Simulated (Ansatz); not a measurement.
A one-dimensional CsI body, 8 atoms a period, stretched and compressed along its axis from its relaxed period of 7.571 Å, atoms relaxed at each length.

```
CELL_PARAMETERS angstrom
     15.00000     0.00000     0.00000
      0.00000    15.00000     0.00000
      0.00000     0.00000     7.57117
ATOMIC_POSITIONS crystal
  Cs 0.37582 0.37582 0.00000
  I  0.37080 0.37080 0.50000
  I  0.37080 0.62920 0.00000
  Cs 0.37582 0.62418 0.50000
  I  0.62920 0.37080 0.00000
  Cs 0.62418 0.37582 0.50000
  Cs 0.62418 0.62418 0.00000
  I  0.62920 0.62920 0.50000
```

The numbers are results of PBE (plane waves to 420 eV, PAW; Ansatz, a program for electronic structure), not measurements. Mesh 1×1×42. No spin polarisation. Isolated but for its images some 11 Å away. A hypothetical model. Only distortions within the start's symmetry and period were free. Values not marked SOC lack spin–orbit coupling. Buckling under compression is shut out by symmetry and the short period. Energies are free energies at a Fermi–Dirac width of 0.02 eV, from the unstrained cell.

```json
[
 {"strain (%)": "-3.0", "energy (meV a period)": "+47", "axial force (nN)": "-0.71", "PBE gap (eV)": "3.97"},
 {"strain (%)": "-1.5", "energy (meV a period)": "+12", "axial force (nN)": "-0.33", "PBE gap (eV)": "3.98"},
 {"strain (%)": "0.0", "energy (meV a period)": "0", "axial force (nN)": "-0.01", "PBE gap (eV)": "3.98"},
 {"strain (%)": "+1.5", "energy (meV a period)": "___", "axial force (nN)": "___", "PBE gap (eV)": "___"},
 {"strain (%)": "+3.0", "energy (meV a period)": "___", "axial force (nN)": "___", "PBE gap (eV)": "___"}
]
```

Question: What belongs in the gaps?

Answer: 
- +3.0, energy (meV a period): +34
- +3.0, axial force (nN): +0.46
- +3.0, PBE gap (eV): 3.96
- +1.5, energy (meV a period): +9
- +1.5, axial force (nN): +0.25
- +1.5, PBE gap (eV): 3.97
